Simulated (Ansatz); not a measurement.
**(Ru,Co): Co₇Ru**

A 16-atom cell of (Ru,Co) started in the hexagonal close-packed structure, site fractions Ru 0.125, Co 0.875, short-range order -0.05 among the nearest mixed sites of the first mixed sublattice (0 is random, a negative value favours unlike neighbours), space group Cm at the end.

The mixing enthalpy is taken against the end members in the hexagonal close-packed type, relaxed in the same cell and mesh.

Calculation: PBE (plane waves to 420 eV, PAW; Ansatz, a program for electronic structure). No spin–orbit coupling. Its k-point mesh 6×6×6, Fermi–Dirac width 0.05 eV.

volume per atom: 11.27 Å³
Co–Co bonds (within 1.22 times the sum of covalent radii): 2.509 Å on average, from 2.444 to 2.562 (73)
Co–Ru bonds (within 1.22 times the sum of covalent radii): 2.539 Å on average, from 2.509 to 2.583 (22)
Ru–Ru bonds (within 1.22 times the sum of covalent radii): 2.545 Å on average, from 2.545 to 2.545 (1)
mixing enthalpy per site of the mixed sublattice: 69 meV
departure of the mean lattice parameter from Vegard's line: +0.2 %

```
CELL_PARAMETERS angstrom
      0.00424    -4.37816    -4.07063
     -0.00424     4.37816    -4.07063
      5.05718    -0.00489     4.07063
ATOMIC_POSITIONS crystal
  Ru 0.58540 0.41654 0.25193
  Ru 0.20821 0.54255 0.00076
  Co 0.70911 0.03831 0.99742
  Co 0.33124 0.15986 0.74110
  Co 0.45971 0.79853 0.50824
  Co 0.96145 0.29041 0.50186
  Co 0.08181 0.91975 0.25156
  Co 0.83165 0.66898 0.75063
  Co 0.54231 0.20557 0.50203
  Co 0.16147 0.33113 0.25332
  Co 0.67220 0.84185 0.25332
  Co 0.28708 0.95756 0.99541
  Co 0.41979 0.58322 0.74749
  Co 0.91427 0.07770 0.74749
  Co 0.04646 0.70972 0.50203
  Co 0.78785 0.45833 0.99541
```
Starting moments (μB, in the order of the record's atoms Ru Ru Co Co Co Co Co Co Co Co Co Co Co Co Co Co): 0.0 0.0 1.7 1.7 1.7 1.7 1.7 1.7 1.7 1.7 1.7 1.7 1.7 1.7 1.7 1.7.
